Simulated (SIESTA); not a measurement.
Band structure of Mo3NO9 (P-6, 26 atoms in the cell).

```
Mo3NO9
1.0
   11.27379     0.00000     0.00000
   -5.63689     9.76339     0.00000
    0.00000     0.00000     3.75971
Mo N O
6 2 18
Direct
  0.89265   0.35751   0.00000
  0.46486   0.10735   0.00000
  0.64249   0.53514   0.00000
  0.10719   0.64284   0.50000
  0.53565   0.89281   0.50000
  0.35716   0.46435   0.50000
  0.00000   0.00000   0.14742
  0.00000   0.00000   0.85258
  0.72253   0.22443   0.00000
  0.50190   0.27747   0.00000
  0.77557   0.49810   0.00000
  0.27742   0.77556   0.50000
  0.49814   0.72258   0.50000
  0.22444   0.50186   0.50000
  0.98198   0.27280   0.00000
  0.29082   0.01802   0.00000
  0.72720   0.70918   0.00000
  0.01827   0.72800   0.50000
  0.70973   0.98173   0.50000
  0.27200   0.29027   0.50000
  0.07652   0.57461   0.00000
  0.49809   0.92348   0.00000
  0.42539   0.50191   0.00000
  0.92331   0.42564   0.50000
  0.50233   0.07669   0.50000
  0.57436   0.49767   0.50000
```

Computed with GGA PBEsol, numerical atomic orbitals DZP, PseudoDojo PBEsol standard norm-conserving potentials (rewritten from UPF to PSML) run with SIESTA.

Settings: XC.functional = GGA; XC.authors = PBEsol; potentials = PseudoDojo PBEsol standard; PAO.BasisSize = DZP; PAO.EnergyShift = 0.01 Ry; MeshCutoff = 300 Ry; kgrid.MonkhorstPack = 3 3 8; OccupationFunction = FD; ElectronicTemperature = 50 meV; MaxSCFIterations = 150; SCF.Mixer.Method = Pulay; SCF.Mixer.Weight = 0.1; SCF.Mixer.History = 6; SCF.DM.Tolerance = 1.0E-05.

The starting cell comes from a database of computed structures (which also holds hypothetical and non-ambient phases and stackings), without a prior relaxation at this level. Values carry the incompleteness of an atom-centred basis.

Predict the gap along the standard path and the places of the band edges.

The gap along the path is 2.34 eV, direct at A to within 0.01 eV.

Levels in eV from the top of the valence band on the path, bands 98 to 102:
| point | 98 | 99 | 100 | 101 | 102 |
|---|---|---|---|---|---|
| Γ | -0.32 | -0.32 | -0.22 | -0.22 | 2.68 |
| M | -0.38 | -0.37 | -0.22 | -0.17 | 2.69 |
| K | -0.43 | -0.28 | -0.28 | -0.15 | 2.69 |
| A | -0.30 | -0.30 | -0.30 | 0.00 | 2.35 |
| L | -0.29 | -0.28 | -0.27 | 0.00 | 2.35 |
| H | -0.28 | -0.28 | -0.28 | 0.00 | 2.35 |

Higher empty bands are left out: an atom-centred basis made for the valence describes them poorly.
